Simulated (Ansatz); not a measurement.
# Mg2Sn, response to strain

Consider Mg2Sn (space group Fm-3m, No. 225; a = 6.747 Å; relaxed with 0.1 eV smearing).

Strains are applied to the cell and any free atomic positions relax.

Calculations: Kohn–Sham DFT with the PBEsol functional, run in Ansatz (a quantum-chemistry and plane-wave program) with PAW and 420 eV plane waves, no SOC.

Candidates:
(a) isotropic strain −1.00 %
(b) isotropic strain +2.00 %
(c) isotropic strain −1.50 %
(d) isotropic strain +3.00 %

Notes on the quantities. energy relative to the base: free energy F.

Q: Order them by energy relative to the base, highest first.

A: (d) isotropic strain +3.00 % (+26 meV/atom), (b) isotropic strain +2.00 % (+12 meV/atom), (c) isotropic strain −1.50 % (+7.3 meV/atom), (a) isotropic strain −1.00 % (+3.2 meV/atom)

Stability against distortions was not tested.
